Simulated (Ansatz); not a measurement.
ZnSe: response to strain

Base system: ZnSe in the zinc blende structure (space group F-43m, No. 216; a = 5.666 Å). Axes: x, y, z lie along the cube axes.

Strains are applied to the cell and any free atomic positions relax; under biaxial strain the out-of-plane vector relaxes too.

Method: Ansatz (a quantum-chemistry and plane-wave program), r2SCAN, PAW, cutoff 500 eV, no SOC.

Notes on the quantities. pressure: mean of the normal stresses, compression positive.

| change | band gap | pressure | out-of-plane strain | hole mass |
|---|---|---|---|---|
| base | 1.87 eV | -0.1 kbar | – | – |
| biaxial strain +0.50 %, plane normal [001], relaxed out of plane | 1.82 eV | -2.7 kbar | -0.59 % | 0.13 mₑ out of plane, 0.60 mₑ in plane (at Γ) |
| biaxial strain +1.00 %, plane normal [001], relaxed out of plane | 1.78 eV | -5.3 kbar | -1.19 % | 0.13 mₑ out of plane, 0.59 mₑ in plane (at Γ) |
| biaxial strain +1.50 %, plane normal [001], relaxed out of plane | ? | -7.7 kbar | -1.79 % | 0.13 mₑ out of plane, 0.59 mₑ in plane (at Γ) |
| biaxial strain +2.00 %, plane normal [001], relaxed out of plane | 1.70 eV | ? | -2.39 % | 0.13 mₑ out of plane, 0.59 mₑ in plane (at Γ) |
| biaxial strain +2.50 %, plane normal [001], relaxed out of plane | ? | -12.5 kbar | ? | 0.13 mₑ out of plane, 0.59 mₑ in plane (at Γ) |
| biaxial strain +3.00 %, plane normal [001], relaxed out of plane | 1.62 eV | -14.8 kbar | -3.61 % | 0.13 mₑ out of plane, 0.60 mₑ in plane (at Γ) |

Problem. Fill in the withheld entries from the trend.

Solution. 
- biaxial strain +1.50 %, plane normal [001], relaxed out of plane, band gap: 1.74 eV
- biaxial strain +2.00 %, plane normal [001], relaxed out of plane, pressure: -10.1 kbar
- biaxial strain +2.50 %, plane normal [001], relaxed out of plane, band gap: 1.66 eV
- biaxial strain +2.50 %, plane normal [001], relaxed out of plane, out-of-plane strain: -3.01 %

Masses are band curvatures over ±0.01 Å⁻¹ around the edge. Stability against distortions was not tested.
